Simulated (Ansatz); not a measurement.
**ScSi (model structure, started from the CsCl type, Pm-3m, No. 221, 2 atoms in the cell)**

These are r²SCAN in Ansatz (plane waves, PAW) values and carry that method's errors.

Numerical settings: plane-wave cutoff 560 eV, 18×18×18 k mesh, Fermi–Dirac smearing 0.05 eV, scalar-relativistic PAW data made under PBE.

Cell (relaxed at this level):

```xyz
2
Lattice="3.3195 0.0000 0.0000 0.0000 3.3195 0.0000 0.0000 0.0000 3.3195" Properties=species:S:1:pos:R:3 pbc="T T T"
Sc     0.0000     0.0000     0.0000
Si     1.6598     1.6598     1.6598
```

| Quantity | Value |
|---|---|
| band gap | none |
| bulk modulus | 87.4 GPa |

Note: the bulk modulus is −V dP/dV from two relaxed cells at ±2 % in volume; the relaxation could raise the start's symmetry but not lower it, so the cell can be a saddle point.

Cost on a shared machine: around 40 core-seconds (rough).

A model structure was made by putting elements into a prototype or built by hand; it is no filed structure, need not be a known phase, and can be a saddle point held by its symmetry.

Ansatz is an electronic-structure program.
